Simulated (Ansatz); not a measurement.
**AlP (model structure, started from the BN type, Pm-3n, No. 223, 12 atoms in the cell)**

Method: PBEsol in Ansatz (PAW).

Settings: plane-wave cutoff 520 eV, 6×6×6 k mesh, Fermi–Dirac smearing 0.01 eV, scalar-relativistic PAW data made under PBE.

Cell (relaxed at this level):

```xyz
12
Lattice="6.7258 0.0000 0.0000 0.0000 6.7258 0.0000 0.0000 0.0000 6.7258" Properties=species:S:1:pos:R:3 pbc="T T T"
Al     1.6815     0.0000     3.3629
Al     3.3629     1.6815     0.0000
Al     3.3629     5.0444     0.0000
Al     5.0444     0.0000     3.3629
Al     0.0000     3.3629     5.0444
Al     0.0000     3.3629     1.6815
P      1.6815     3.3629     0.0000
P      0.0000     1.6815     3.3629
P      0.0000     5.0444     3.3629
P      5.0444     3.3629     0.0000
P      3.3629     0.0000     5.0444
P      3.3629     0.0000     1.6815
```

- band gap: 1.39 eV (indirect)
- smallest direct gap on the k points sampled: 1.50 eV
- direct gap at Γ: 1.62 eV

Note: the relaxation could raise the start's symmetry but not lower it, so the cell can be a saddle point.

Cost on a shared machine: roughly 30 core-seconds.

A model structure was made by putting elements into a prototype or built by hand; it is no filed structure, need not be a known phase, and can be a saddle point held by its symmetry.

Ansatz is an electronic-structure program.
